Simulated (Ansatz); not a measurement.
Input and output of a self-consistent single point for BaGaGeH (P3m1, 4 atoms in the cell) (Ansatz, a quantum-chemistry and plane-wave program).

Method: PBEsol, default PAW files made with PBE (plane waves; Ansatz).

The change in words: lattice scaled by 0.98; kpoints.mp_grid.grid: 7 7 5 → 14 14 10. Reference geometry:
```yaml
crystal:
  lattice:
    - [4.39993, 0.00000, 0.00000]
    - [-2.19997, 3.81045, 0.00000]
    - [0.00000, 0.00000, 5.29591]
  atoms:
    - { symbol: Ba, position: [0.33333, 0.66667, 0.00946] }
    - { symbol: Ga, position: [0.00000, 0.00000, 0.55053] }
    - { symbol: Ge, position: [0.66667, 0.33333, 0.44636] }
    - { symbol: H, position: [0.00000, 0.00000, 0.88298] }
```

Reference input (self-consistent single point, DFT, PBEsol, plane waves, default PAW files made with PBE): basis.ecutwfc = 420 eV; kpoints.mp_grid.grid = 7 7 5; hamiltonian.xc = pbesol; hamiltonian.pseudopotentials = {kind: paw} (the program's default PAW files); scf.occupations.method = gaussian; scf.occupations.width = 0.136 eV. This run's input differs from it in these lines:

Ansatz 0.2 input:
```diff
@@ -2,5 +2,5 @@
   lattice:
-    - [4.399930, 0.000000, 0.000000]
-    - [-2.199965, 3.810451, 0.000000]
-    - [0.000000, 0.000000, 5.295908]
+    - [4.311931, 0.000000, 0.000000]
+    - [-2.155966, 3.734242, 0.000000]
+    - [0.000000, 0.000000, 5.189990]
   atoms:
@@ -13,3 +13,3 @@
 kpoints:
-  mp_grid: { grid: [7, 7, 5] }
+  mp_grid: { grid: [14, 14, 10] }
 hamiltonian:
```

Log, with long lists cut:

```
SCF iter   1: F=—  HF=-13877.172372 eV  |F-HF|=—  |Δ(HF+E_count)|=         —  Δρ=4.44e-3  dr2=1.54e-2  ethr=1.77e-3  ⟨swp⟩=7.0  Hψ=23591  notcnv=0
all-band conjugate gradients solve this SCF's bands
preconditioner: auto → Resta (q_TF=auto, 2.392 Å⁻¹)
SCF iter   2: F=—  HF=-13877.167007 eV  |F-HF|=—  |Δ(HF+E_count)|=   5.37e-3  Δρ=2.14e-3  dr2=4.02e-3  ethr=4.07e-5  ⟨swp⟩=2.7  Hψ=8212  notcnv=0
   [... lines left out ...]
SCF iter   4: F=—  HF=-13877.166057 eV  |F-HF|=—  |Δ(HF+E_count)|=   3.28e-6  Δρ=1.19e-4  dr2=1.45e-5  ethr=2.34e-7  ⟨swp⟩=2.0  Hψ=8528  notcnv=0
SCF iter   5: F=—  HF=-13877.166060 eV  |F-HF|=—  |Δ(HF+E_count)|=   2.46e-6  Δρ=4.58e-5  dr2=2.26e-6  ethr=3.81e-8  ⟨swp⟩=2.0  Hψ=8530  notcnv=0
SCF iter   6: F=—  HF=-13877.166058 eV  |F-HF|=—  |Δ(HF+E_count)|=   1.48e-6  Δρ=1.21e-5  dr2=1.14e-7  ethr=5.95e-9  ⟨swp⟩=2.0  Hψ=8529  notcnv=0
SCF iter   7: F=-13877.166058 eV  HF=-13877.166058 eV  |F-HF|=6.42e-8  |Δ(HF+E_count)|=   7.13e-8  Δρ=6.04e-6  dr2=2.23e-8  ethr=2.63e-10  ⟨swp⟩=5.1  Hψ=22075  notcnv=0
SCF 1 converged in 7 iterations: F = -13877.166058 eV  dr2 = 2.23e-8
Free energy (F): -13877.166058 eV
Internal energy: -13877.165970 eV  (E = F + TS)
E sigma→0 (E₀):  -13877.166014 eV
Entropy (-TS):   -0.000088 eV (-0.022 meV/atom)
Fermi energy:    8.826596 eV
--- Forces (eV/Å), atoms counted from 1 ---
  atom   1  Ba     0.00000000    -0.00000000    -0.13412900
  atom   2  Ga     0.00000000     0.00000000     0.00153782
  atom   3  Ge     0.00000000     0.00000000     0.07891440
  atom   4  H     -0.00000000    -0.00000000     0.05365430
--- Stress (GPa, compression-positive) ---
       -0.605412      -0.000000      -0.000000
       -0.000000      -0.605412       0.000000
       -0.000000       0.000000      -1.089938
  P = ⅓ Tr σ = -0.7669 GPa (-7.669 kbar)
  The stress holds the Pulay correction. Without it, at fixed plane waves, as pw.x and ABINIT print it: P = -0.8030 GPa
```

The run converged in 7 iterations. Against the reference run the free energy drops by 19.2 meV/atom, the pressure goes from -3.36 to -0.77 GPa and the largest force goes from 0.116 to 0.134 eV/Å.

The starting cell comes from a database of computed structures (which also holds hypothetical and non-ambient phases and stackings), without a prior relaxation at this level. Its lattice was rescaled by up to half a per cent. One atom was moved a little off its site on purpose. For this run, on top of that: lattice scaled by 0.98. Ansatz's pressure includes its estimate of the finite-basis (Pulay) stress.

Cost on one core of a shared machine: roughly 30 s.
